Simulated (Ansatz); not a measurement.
The reference is BeTe in the zinc blende structure (space group F-43m, No. 216).

```
CELL_PARAMETERS angstrom
      0.00000     2.82841     2.82841
      2.82841     0.00000     2.82841
      2.82841     2.82841     0.00000
ATOMIC_POSITIONS crystal
  Be 0.00000 0.00000 0.00000
  Te 0.25000 0.25000 0.25000
```

All numbers come from r2SCAN/PAW in Ansatz (an electronic-structure program), without spin-orbit coupling.

For the base:

- Smallest direct gap = 4.04 eV

The change: an isotropic linear strain of −2.50 %; the atoms relax in the strained cell.

**Question.** How does this affect the energy relative to the base?

**Answer.** The energy rises by 25 meV/atom.

**Question.** What does the calculation give for the smallest direct gap after the change?

**Answer.** The smallest direct gap drops by 0.08 eV (4.04 eV → 3.96 eV).

With Te present, leaving out spin-orbit coupling can change the band edges. Stability against distortions was not tested.
